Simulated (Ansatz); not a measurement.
C (I4_1/amd): band-edge transport data

Given:

```yaml
crystal:
  lattice:
    - [0.00000, 1.76073, 1.78107]
    - [1.76073, 0.00000, 1.78107]
    - [1.76073, 1.76073, 0.00000]
  atoms:
    - { symbol: C, position: [0.00000, 0.00000, 0.00000] }
    - { symbol: C, position: [0.25000, 0.25000, 0.25000] }
```

Calculation: PBE, rigid bands, earlier PAW set (plane waves, scalar-relativistic; Ansatz, a quantum-chemistry and plane-wave program). Condition of this run: biaxial stress in (001) of 11 GPa (compression positive) (the target of the relaxation). Cell: cell and atoms relaxed with PBEsol, then loaded as said.

| Property | Result |
|---|---|
| band gap | 4.05 eV |
| electron conductivity mass (300 K, dilute) | 0.50 (x), 0.50 (y), 0.30 (z) mₑ |
| hole conductivity mass (300 K, dilute) | 0.53 (x), 0.53 (y), 0.35 (z) mₑ |
| effective density of states N_c (300 K) | 3.9e19 cm⁻³ |
| effective density of states N_v (300 K) | 2.1e19 cm⁻³ |
| density-of-states mass, electrons | 1.35 mₑ |
| density-of-states mass, holes | 0.89 mₑ |
| Seebeck coefficient, n-type 1e19 cm⁻³, 300 K | -331 μV/K |
| best n-type power factor at 300 K for τ = 10 fs (best axis; densities from 1e16 to 1e21 cm⁻³ tried, whether or not they can be reached) | 21 μW/(cm·K²) at 1e20 cm⁻³ |
| Seebeck coefficient, p-type 1e19 cm⁻³, 300 K | 282 μV/K |
| best p-type power factor at 300 K for τ = 10 fs (best axis; densities from 1e16 to 1e21 cm⁻³ tried, whether or not they can be reached) | 9.2 μW/(cm·K²) at 3e20 cm⁻³ |

Rigid bands; masses and Seebeck coefficients take one relaxation time τ for all states and one kind of carrier; polarons and phonon drag are left out. Spin-orbit coupling is left out. Geometry: cell and atoms relaxed with PBEsol.
